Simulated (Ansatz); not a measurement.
Take Rh in the fcc (Cu type) structure (space group Fm-3m, No. 225; a = 3.755 Å; relaxed with 0.1 eV smearing) as the base.

Calculations: Ansatz (a program for electronic structure) LDA, no SOC.

Before the change:

The pressure is 0.0 GPa.

One thing is altered: an isotropic linear strain of −2.00 %, atoms relaxed at fixed cell.

Task: Estimate the effect on the pressure.

Result: The pressure goes from zero to 22.3 GPa.

Task: How does this affect the energy relative to the base?

Result: The energy goes up by 51 meV/atom.

Stability against distortions was not tested. All final runs are without spin polarisation.
